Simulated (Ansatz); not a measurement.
Here is the system:

A slab with vacuum along the third vector:

```yaml
crystal:
  lattice:
    - [4.07294, 0.00000, 0.00000]
    - [0.00000, 9.97661, 0.00000]
    - [0.00000, 0.00000, 27.00000]
  atoms:
    - { symbol: Ge, position: [0.50000, 0.31216, 0.29780] }
    - { symbol: Ge, position: [0.50000, 0.54607, 0.32565] }
    - { symbol: Ge, position: [0.00000, 0.67926, 0.34821] }
    - { symbol: Ge, position: [0.00000, 0.93455, 0.34113] }
    - { symbol: Ge, position: [0.50000, 0.00009, 0.38859] }
    - { symbol: Ge, position: [0.50000, 0.25448, 0.38941] }
    - { symbol: Ge, position: [0.00000, 0.33294, 0.43450] }
    - { symbol: Ge, position: [0.00000, 0.58282, 0.43556] }
    - { symbol: Ge, position: [0.50000, 0.66871, 0.47846] }
    - { symbol: Ge, position: [0.50000, 0.91839, 0.47822] }
    - { symbol: Ge, position: [0.00000, 0.99827, 0.52178] }
    - { symbol: Ge, position: [0.00000, 0.24796, 0.52154] }
    - { symbol: Ge, position: [0.50000, 0.33385, 0.56444] }
    - { symbol: Ge, position: [0.50000, 0.58372, 0.56550] }
    - { symbol: Ge, position: [0.00000, 0.66219, 0.61059] }
    - { symbol: Ge, position: [0.00000, 0.91658, 0.61141] }
    - { symbol: Ge, position: [0.50000, 0.98212, 0.65887] }
    - { symbol: Ge, position: [0.50000, 0.23741, 0.65179] }
    - { symbol: Ge, position: [0.00000, 0.37059, 0.67435] }
    - { symbol: Ge, position: [0.00000, 0.60451, 0.70220] }
```

Set-up: 20 atoms, 10.6 Å thick at the start; mesh 6x3x1; 0.025 eV smearing; dipole correction on; single point; on the structure that PBE left under its start's symmetry; no spin (no spin-polarised run to compare, though such a face may carry moments), no spin-orbit, no U. The slab shows no gap on its mesh.

Question: Estimate the surface energy (mean of both faces) that Ansatz (a program for electronic structure) with r2SCAN, at the PBE geometry returns for this input.

Answer: 1.28 J/m²

Question: Estimate the work function of the top face that r2SCAN, at the PBE geometry returns for this input.

Answer: 4.69 eV
